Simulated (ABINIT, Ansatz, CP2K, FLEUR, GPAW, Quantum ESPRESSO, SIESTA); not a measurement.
One structure in several programs: SiTe2 (P-3m1, 3 atoms in the cell)

Self-consistent single point, at a second geometry (lattice scaled by 0.98). First geometry:

```yaml
crystal:
  lattice:
    - [3.79211, 0.00000, 0.00000]
    - [-1.89605, 3.28406, 0.00000]
    - [0.00000, 0.00000, 7.06352]
  atoms:
    - { symbol: Si, position: [0.00000, 0.00000, 0.00000] }
    - { symbol: Te, position: [0.33333, 0.66667, 0.77341] }
    - { symbol: Te, position: [0.66667, 0.33333, 0.22659] }
```

Shared settings, as Ansatz (an electronic-structure program) writes them: kpoints.mp_grid.grid = 8 8 4; scf.occupations.method = gaussian; scf.occupations.width = 0.272 eV. Potentials and cutoffs stand in the table.

```csv
code,model,ΔF from the first geometry (meV/atom),pressure (GPa),largest force (eV/Å),cutoff
FLEUR,"PBEsol, all-electron FLAPW (FLEUR), scalar-relativistic valence",–,–,0.677,Kmax 4.3 1/bohr
Ansatz,"PBEsol, PAW files made with PBE",6.2,2.48,0.664,default
GPAW,"PBEsol, GPAW PAW datasets PBEsol (made by gpaw-setup)",4.3,2.30,0.650,550 eV
CP2K,"PBEsol, GPW, DZVP-MOLOPT-SR-GTH basis, GTH-PBE potentials (GTH_POTENTIALS)",27.4,4.68,1.004,grid 400 Ry
SIESTA,"GGA PBEsol, numerical atomic orbitals DZP, PseudoDojo PBEsol standard norm-conserving potentials (rewritten from UPF to PSML)",9.0,2.88,1.014,grid 400 Ry
Quantum ESPRESSO,"PBEsol, GBRV 1.5 ultrasoft (PBESOL) pseudopotentials",8.0,2.72,0.707,40 Ry
ABINIT,"PBEsol, norm-conserving pseudopotentials (PseudoDojo nc-sr-04 PBEsol standard)",6.0,2.46,0.661,1116 eV
```

A dash marks a value that a program does not give, or that is left out as unsure.

No clean gap comes from Ansatz, GPAW, CP2K, SIESTA, Quantum ESPRESSO and ABINIT: levels at the Fermi energy touch, overlap or are partly filled at this smearing.

On Ansatz's run: spin-orbit coupling is off.

The spread over the programs that give each value: ΔF from the first geometry within 23.1 meV/atom; pressure within 2.38 GPa; largest force within 0.364 eV/Å.

CP2K and SIESTA use small atom-centred bases, whose incompleteness enters pressures, forces and empty levels differently from a plane-wave cutoff. FLEUR treats all electrons, but the usual bases taken here (sphere radii, linearisation, local orbitals, empty states) were not tested for convergence, so the values are no reference for the others. Ansatz's pressure is given at a fixed set of plane waves, as the other plane-wave codes print theirs. In the pressure, CP2K (by 2.21) lies more than 1 GPa from the median of the plane-wave programs. In the force vectors, CP2K (by 0.341) and SIESTA (by 0.352) lie more than 0.08 eV/Å from the median of the plane-wave programs.

The starting cell comes from a database of computed structures (which also holds hypothetical and non-ambient phases and stackings), without a prior relaxation at this level. Its lattice was rescaled by a random factor within 2.5 % of one. For this run, on top of that: lattice scaled by 0.98.

Left out of this page: Elk (not drawn, or without a comparable value).

Keys are those of Ansatz 0.2.
